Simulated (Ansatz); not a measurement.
Antifluorite Be2C, treated with B3LYP (VWN-RPA form) in Ansatz (PAW).

Settings: plane-wave cutoff 520 eV, 10×10×10 k mesh, scalar-relativistic PAW data made under PBE.

Computed at the level's own relaxed cell.

```yaml
crystal:
  lattice:
    - [0.00000, 2.15901, 2.15901]
    - [2.15901, 0.00000, 2.15901]
    - [2.15901, 2.15901, 0.00000]
  atoms:
    - { symbol: Be, position: [0.25000, 0.25000, 0.25000] }
    - { symbol: Be, position: [0.75000, 0.75000, 0.75000] }
    - { symbol: C, position: [0.00000, 0.00000, 0.00000] }
```

Q: Give the elastic tensor (Voigt notation, GPa, ions relaxed, in the Cartesian axes of the cell as printed).

A: 
```
  606.8     8.3     8.3     0.0     0.0     0.0
    8.3   606.8     8.3     0.0     0.0     0.0
    8.3     8.3   606.8     0.0     0.0     0.0
    0.0     0.0     0.0   203.9     0.0     0.0
    0.0     0.0     0.0     0.0   203.9     0.0
    0.0     0.0     0.0     0.0     0.0   203.9
```

Ansatz is a quantum-chemistry and plane-wave program.
